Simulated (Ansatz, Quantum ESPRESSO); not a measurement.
**One structure in several programs: Cu₃Sb (Pm-3m, 4 atoms in the cell)**

Self-consistent single point.

```yaml
crystal:
  lattice:
    - [3.93904, 0.00000, 0.00000]
    - [0.00000, 3.93904, 0.00000]
    - [0.00000, 0.00000, 3.93904]
  atoms:
    - { symbol: Cu, position: [0.50000, 0.50000, 0.00000] }
    - { symbol: Cu, position: [0.00000, 0.50000, 0.50000] }
    - { symbol: Cu, position: [0.50000, 0.00000, 0.50000] }
    - { symbol: Sb, position: [0.00000, 0.00000, 0.00000] }
```

Shared settings, as Ansatz (a program for electronic structure) writes them: kpoints.mp_grid.grid = 8 8 8; magnetization.spin_orbit = true; scf.occupations.method = gaussian; scf.occupations.width = 0.0037 Ry. Potentials and cutoffs stand in the table.

| code | model | pressure (GPa) | cutoff |
|---|---|---|---|
| Quantum ESPRESSO | PBEsol, spin-orbit coupling, PSlibrary fully relativistic ultrasoft (PBE) pseudopotentials | -9.26 | 50 Ry |
| Ansatz | PBEsol with spin-orbit coupling, PAW files made with PBE | -8.43 | default |

No clean gap comes from Quantum ESPRESSO and Ansatz: levels at the Fermi energy touch, overlap or are partly filled at this smearing.

The spread over the programs that give each value: pressure within 0.83 GPa.

Ansatz's pressure is given at a fixed set of plane waves, as the other plane-wave codes print theirs; with its correction for the finite basis it is -8.31 GPa.

The starting cell comes from a database of computed structures (which also holds hypothetical and non-ambient phases and stackings), without a prior relaxation at this level. Its lattice was rescaled by a random factor within 2.5 % of one.

Left out of this page: Elk and FLEUR (with a known weakness of the program); SIESTA (not drawn, or without a comparable value).

Keys are those of Ansatz 0.2.
